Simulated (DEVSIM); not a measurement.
Structure: Co/SiON/p-Si capacitor, at 300 K.

| layer (left to right) | material | thickness (nm) | Na (cm⁻³) |
|---|---|---|---|
| 1 | SiON | 3.20 | - |
| 2 | Si | 790 | 5.3e17 |

Metal gate on the left, work function 5 eV. Fixed charge at the semiconductor interface 2.3e11 cm⁻² (in units of +e); no interface traps.

The device is made up for the run: typed textbook-type constants, with dimensions and the other settings drawn at random. Values at 300 K.

```tsv
parameter	SiON	Si
gap (eV)	7	1.124
affinity (eV)	1.4	4.05
permittivity	5.5	11.7
Nc (cm⁻³)	-	2.86e19
Nv (cm⁻³)	-	3.1e19
```

DEVSIM, 1D Poisson equation in equilibrium, Boltzmann statistics, complete ionisation; no quantum confinement or tunnelling. Metal contacts follow the ideal Schottky-Mott rule: no Fermi-level pinning, no interface dipoles.

**Question.** Tabulate band edges, carrier densities and field at 0.6 V on the gate.

**Answer.** Energies count from the Fermi level of the right contact; mesh points crowd at the junctions.

```
x (μm)     Ec (eV)  Ev (eV)  n (cm⁻³)  p (cm⁻³)  field (V/cm)
---------  -------  -------  --------  --------  ------------
0.000        3.000   -4.000     < 1e2     < 1e2        520000
0.0007753    3.040   -3.960     < 1e2     < 1e2        520000
0.001653     3.086   -3.914     < 1e2     < 1e2        520000
0.002539     3.132   -3.868     < 1e2     < 1e2        520000
0.003561     0.526   -0.598    4.2e10     2.8e9        280000
0.004838     0.561   -0.563    1.1e10    1.1e10        270000
0.007362     0.625   -0.499     9.0e8    1.3e11        250000
0.01402      0.771   -0.353   3200000    3.6e13        190000
0.02406      0.921   -0.203      9600    1.2e16        110000
0.04250      1.012   -0.112       280    4.1e17         11000
0.07640      1.019   -0.105       220    5.3e17            30
0.1694       1.019   -0.105       220    5.3e17           ≈ 0
0.3095       1.019   -0.105       220    5.3e17           ≈ 0
0.5118       1.019   -0.105       220    5.3e17           ≈ 0
0.6688       1.019   -0.105       220    5.3e17           ≈ 0
0.7260       1.019   -0.105       220    5.3e17           ≈ 0
0.7584       1.019   -0.105       220    5.3e17           ≈ 0
0.7748       1.019   -0.105       220    5.3e17           ≈ 0
0.7857       1.019   -0.105       220    5.3e17           ≈ 0
0.7896       1.019   -0.105       220    5.3e17           ≈ 0
0.7918       1.019   -0.105       220    5.3e17           ≈ 0
0.7932       1.019   -0.105       220    5.3e17           ≈ 0
```
